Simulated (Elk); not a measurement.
Checking a run of Elk on Tl (P6_3/mmc, 2 atoms in the cell). The aim is a self-consistent single point with DFT, LDA (PW92), all-electron FP-LAPW, Elk's shipped species files, APW+lo basis with extra local orbitals.

This input was run:

```
tasks
  0

xctype
  3

tforce
  .true.

rgkmax
  3.0

gmaxvr
  18.0

lmaxapw
  10

lmaxo
  8

nxlo
  2

lorbcnd
  .true.

lradstp
  2

nrmtscf
  2.0

lmaxi
  4

stype
  1

swidth
  0.00999582

avec
    6.5138438165    0.0000001302    0.0000000000
   -3.2569220210    5.6411541563    0.0000000000
    0.0000000000    0.0000000000   10.5167983151

atoms
  1   : nspecies
  'Tl.in'   : spfname
  2   : natoms; atposl, bfcmt below
  0.3333333333  0.6666666667  0.2500000000    0.0 0.0 0.0
  0.6666666667  0.3333333333  0.7500000000    0.0 0.0 0.0

ngridk
  9 9 5
```

Log, with long lists cut:

```
│ Elk code version 10.2.4 │

All units are atomic (Hartree, Bohr, etc.)

│ Ground-state run starting from atomic densities │

Lattice vectors :
   6.513843816      0.1302000000E-06   0.000000000
  -3.256922021       5.641154156       0.000000000
   0.000000000       0.000000000       10.51679832

   [... lines left out ...]

G-vector grid sizes :     40    40    63
Number of G-vectors :    38119

Maximum angular momentum used for
 APW functions                      :   10
 outer part of muffin-tin           :    8
 inner part of muffin-tin           :    4

Total nuclear charge    :   -162.0000000
Total core charge       :    124.0000000
Total valence charge    :    38.00000000
Total excess charge     :    0.000000000
Total electronic charge :    162.0000000

Effective Wigner radius, rₛ :   0.8288865232

Number of empty states         :    8
Total number of valence states :   27
Total number of core states    :  124

Conduction state local-orbitals added automatically
Total number of local-orbitals :  228

Exchange-correlation functional :      3     0     0
 Perdew-Wang/Ceperley-Alder, Phys. Rev. B 45, 13244 (1992)
 gradient requirement :    0
 local density approximation (LDA)

Smearing type :    1
 Methfessel-Paxton order 1, Phys. Rev. B 40, 3616 (1989)
Smearing width :   0.9995820000E-02
Effective electronic temperature (K) :    3156.430308

Mixing type :    3
 Broyden mixing, J. Phys. A: Math. Gen. 17, L317 (1984)

Kohn-Sham potential initialised from atomic data
│ Self-consistent loop started │
│ Loop number : 1 │
 total energy                :     -40613.5204694
│ Loop number : 2 │
 total energy                :     -40612.4079877
RMS change in Kohn-Sham potential (target) :   0.2240812257     (  0.1000000000E-05)
Absolute change in total energy (target)   :    1.112481717     (  0.1000000000E-03)
│ Loop number : 3 │
 total energy                :     -40588.2867184
RMS change in Kohn-Sham potential (target) :   0.1246543086     (  0.1000000000E-05)
Absolute change in total energy (target)   :    24.39938973     (  0.1000000000E-03)
   [... lines left out ...]
Absolute change in total energy (target)   :   0.6593017606E-03 (  0.1000000000E-03)
│ Loop number : 15 │
 total energy                :     -40553.9785966
RMS change in Kohn-Sham potential (target) :   0.3062502162E-07 (  0.1000000000E-05)
Absolute change in total energy (target)   :   0.1674828018E-03 (  0.1000000000E-03)
│ Loop number : 16 │
 total energy                :     -40553.9785979
RMS change in Kohn-Sham potential (target) :   0.1685779632E-07 (  0.1000000000E-05)
Absolute change in total energy (target)   :   0.4052628356E-04 (  0.1000000000E-03)
Convergence targets achieved

│ Loop number : 17 │

Energies :
 Fermi                       :     0.176613918273
 total energy                :     -40553.9785986

Density of states at Fermi energy :    44.83579058
 (states/Hartree/unit cell)

Estimated indirect band gap :   0.1750629720E-02
 from k-point      4 to k-point     34
Estimated direct band gap   :   0.3488008175E-01
 at k-point     36

Charges :
 core                        :    124.0000000
 valence                     :    38.00000000
 interstitial                :    3.061619865
 muffin-tins (core leakage)
  species :    1 (Tl)
   atom    1                 :    79.46919007     (  0.4260723684E-04)
   atom    2                 :    79.46919007     (  0.4260723684E-04)
   [... lines left out ...]
   total force               :    -0.00000000   -0.00000000    0.00000000
   total magnitude           :     0.00000000
  atom :    2
   Hellmann-Feynman          :     0.00000000   -0.00000000    0.00000000
   IBS                       :    -0.00000000    0.00000000   -0.00000000
   total force               :     0.00000000    0.00000000    0.00000000
   total magnitude           :     0.00000000
```

Task: Is anything amiss in this input, and did it matter?

Result: The run is not sound. The fault is a basis cutoff that is far too low. With too few augmented plane waves the interstitial functions and their matching at the spheres are poor, and energies and forces go wrong. To fix it, raise the cutoff (radius times largest wave vector) and check its convergence. The run converged in 17 iterations without an error; against the sound input the total energy goes up by 15.3 eV/atom.

An input that runs soundly differs in these lines (not the only fix; some lines may just follow from the change or write a value another way):
```diff
-  3.0
+  7.5
```

With that input, the run converged in 16 iterations: total energy -1103560.6515 eV; Fermi level (on the code's own zero) 5.41 eV (DFT, LDA (PW92), all-electron FP-LAPW, Elk's shipped species files, APW+lo basis with extra local orbitals).

On the sound input: the starting cell comes from a database of computed structures (which also holds hypothetical and non-ambient phases and stackings), without a prior relaxation at this level. Its lattice was rescaled by a random factor within 2.5 % of one. Spin-orbit coupling is off. Values depend on the basis (sphere radii, cutoffs, local orbitals), which need not be converged. The log's line on a gap gives a spacing of levels on this mesh, which the program prints for metals too.
